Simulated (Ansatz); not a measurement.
The starting structures come from a database of crystals and need not be the phases stable at ambient conditions.

Here is the system:

```yaml
crystal:
  lattice:
    - [3.18832, 0.00000, 0.00000]
    - [-1.59416, 2.76117, 0.00000]
    - [0.00000, 0.00000, 5.29007]
  atoms:
    - { symbol: B, position: [0.66667, 0.33333, 0.50041] }
    - { symbol: B, position: [0.33333, 0.66667, 0.00041] }
    - { symbol: P, position: [0.66667, 0.33333, 0.87459] }
    - { symbol: P, position: [0.33333, 0.66667, 0.37459] }
```

Space group of this cell: P6_3mc, wurtzite. The cell is taken as given.

The current runs along the normal of the first two printed vectors, the (001) plane. All runs by Ansatz (a quantum-chemistry and plane-wave program), plane waves and PAW, without spin-orbit coupling; the base is r2SCAN.

```json
[
 {"run": "base", "mean pressure (GPa)": "0.4", "gap (eV)": "1.18", "mid-gap κ (1/Å)": "0.163"},
 {"run": "all lengths scaled by 0.98", "mean pressure (GPa)": "12.1", "gap (eV)": "(withheld)", "mid-gap κ (1/Å)": "(withheld)"},
 {"run": "all lengths scaled by 1.02", "mean pressure (GPa)": "-8.7", "gap (eV)": "1.43", "mid-gap κ (1/Å)": "0.165"},
 {"run": "lda in place of r2scan", "mean pressure (GPa)": "-4.7", "gap (eV)": "(withheld)", "mid-gap κ (1/Å)": "(withheld)"},
 {"run": "lengths across the current scaled by 0.98, ions clamped", "mean pressure (GPa)": "8.0", "gap (eV)": "0.99", "mid-gap κ (1/Å)": "0.147"},
 {"run": "lengths across the current scaled by 1.02, ions clamped", "mean pressure (GPa)": "-5.7", "gap (eV)": "(withheld)", "mid-gap κ (1/Å)": "(withheld)"},
 {"run": "lengths along the current scaled by 0.97, ions clamped", "mean pressure (GPa)": "6.3", "gap (eV)": "1.06", "mid-gap κ (1/Å)": "0.171"},
 {"run": "lengths along the current scaled by 1.03, ions clamped", "mean pressure (GPa)": "-4.2", "gap (eV)": "1.30", "mid-gap κ (1/Å)": "0.142"},
 {"run": "pbesol in place of r2scan", "mean pressure (GPa)": "-1.4", "gap (eV)": "0.87", "mid-gap κ (1/Å)": "0.155"}
]
```

Task: Some entries are withheld; supply them.

Result: 
- all lengths scaled by 0.98, gap (eV): 0.91
- all lengths scaled by 0.98, mid-gap κ (1/Å): 0.158
- lda in place of r2scan, gap (eV): 0.91
- lda in place of r2scan, mid-gap κ (1/Å): 0.157
- lengths across the current scaled by 1.02, ions clamped, gap (eV): 1.27
- lengths across the current scaled by 1.02, ions clamped, mid-gap κ (1/Å): 0.178
